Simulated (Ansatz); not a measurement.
Lu under a change: isotropic strain −1.80 %

Base system: Lu in the hcp (Mg type) structure (space group P6_3/mmc, No. 194; a = 3.506 Å, c = 5.482 Å; relaxed with 0.1 eV smearing).

Perturbation: the cell is scaled by 0.9820 in all directions; the atoms relax in the strained cell.

Computed with PBE (Ansatz, a quantum-chemistry and plane-wave program), without spin-orbit coupling. Settings: 19×19×11 k-points, 0.1 eV Fermi–Dirac smearing.

```csv
quantity,base,changed,shift
volume per atom,29.18 Å³,27.63 Å³,-1.55 Å³
shortest interatomic distance,3.407 Å,3.346 Å,-0.061 Å
energy relative to the base (free energy F),0 meV/atom,+13 meV/atom,+13 meV/atom
"pressure (mean of the normal stresses, compression positive)",0.0 GPa,2.7 GPa,+2.7 GPa
band gap,zero,zero,–
```

Final structure:

```yaml
crystal:
  lattice:
    - [3.44305, 0.00000, 0.00000]
    - [-1.72153, 2.98177, 0.00000]
    - [0.00000, 0.00000, 5.38334]
  atoms:
    - { symbol: Lu, position: [0.33333, 0.66667, 0.75000] }
    - { symbol: Lu, position: [0.66667, 0.33333, 0.25000] }
```

Cost of the whole job for the changed cell (relaxation, final SCF and bands): around 70 core-seconds (rough).

Whether these cells are dynamically stable was not tested.
